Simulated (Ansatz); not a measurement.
System: AlB2-type ZrB₂. Method: LDA (PAW; Ansatz, a program for electronic structure).

Excerpt of the program's output:

```
Relaxation: its limit of steps is 80 (relax.max_steps)
Crystal: 3 atoms, lattice volume = 30.836 Å³
Basis set: ecut = 520 eV, 823 PW (Γ), exchange–correlation on 48×48×54 points (8 copies of the dense FFT grid, shifted against one another)
Bands: 13, of which v1, the nominal top of the filled ones, is band 9 counted from 1 (8 counted from 0)
Symmetry: 24 space group operations
Space group: P6/mmm (ITA 191), of the structure as read, at distance tolerance 3.1e-5 Å
k-points: 549 of 9216
Functional: x = slater, c = lda
SCF iter   1: F=—  HF=-4380.243688 eV  |F-HF|=—  |Δ(HF+E_count)|=         —  Δρ=5.11e-3  dr2=6.07e-3
SCF iter   2: F=—  HF=-4380.243081 eV  |F-HF|=—  |Δ(HF+E_count)|=   6.07e-4  Δρ=3.20e-3  dr2=3.38e-3
  ...
SCF 1 converged in 6 iterations: F = -4380.242273 eV  dr2 = 1.27e-9
Crystal: 3 atoms, lattice volume = 30.836 Å³
Initial density: handed on by an earlier stage of this run
SCF 2 converged in 6 iterations: F = -4380.242373 eV  dr2 = 2.29e-13
Crystal: 3 atoms, lattice volume = 30.836 Å³
SCF 3 converged in 6 iterations: F = -4380.242390 eV  dr2 = 2.22e-14
Crystal: 3 atoms, lattice volume = 30.836 Å³
SCF iter   7: F=-4380.242390 eV  HF=-4380.242390 eV  |F-HF|=0.00e0  |Δ(HF+E_count)|=  9.09e-13  Δρ=8.86e-9  dr2=9.24e-15
SCF iter   8: F=-4380.242390 eV  HF=-4380.242390 eV  |F-HF|=9.09e-13  |Δ(HF+E_count)|=    0.00e0  Δρ=3.64e-9  dr2=1.70e-15
SCF 4 converged in 8 iterations: F = -4380.242390 eV  dr2 = 1.70e-15
SCF converged after 8 iterations
Free energy (F): -4380.242390 eV
Internal energy: -4380.240220 eV  (E = F + TS)
E sigma→0 (E₀):  -4380.241305 eV
Fermi energy:    15.505973 eV
--- Forces (eV/Å), atoms counted from 1 ---
  atom   1  Zr    -0.00000000     0.00000000     0.00000000
  atom   2  B     -0.00000000    -0.00000000     0.00000000
  atom   3  B     -0.00000000     0.00000000    -0.00000000
--- Stress (GPa, compression-positive) ---
       -9.466328       0.000000      -0.000000
        0.000000      -9.466328      -0.000000
       -0.000000      -0.000000      -9.466298
  P = ⅓ Tr σ = -9.4663 GPa (-94.663 kbar)
```

Q: Write an input file that could have produced this run (the log leaves some choices open).

A: One answer among several that fit: 
Ansatz 0.2 input:
```yaml
crystal:
  lattice:
    - [1.5870638934, -2.7488752982, 0.0]
    - [1.5870638934, 2.7488752982, 0.0]
    - [0.0, 0.0, 3.5340518106]
  atoms:
    - { symbol: Zr, position: [0.0, 0.0, 0.0] }
    - { symbol: B, position: [0.3333333333, 0.6666666667, 0.5] }
    - { symbol: B, position: [0.6666666667, 0.3333333333, 0.5] }
basis:
  ecutwfc: 520
  ecutrho_ratio: 4
  xc_grid: 2
kpoints:
  mp_grid: { grid: [24, 24, 16] }
hamiltonian:
  xc: lda
  dispersion: none
  pseudopotentials: { kind: paw }
scf:
  occupations: { method: fermi_dirac, width: 0.05 }
output:
  forces: true
  stress: true
  eigenvalues: true
relax:
  f_tol: 0.004
  escape_saddle: false
  max_steps: 80
  cell: { stress_tol: 0.02, fix: [volume] }
```

The cell is one volume of an energy–volume scan, off the minimum.

The PAW data were made under PBE.
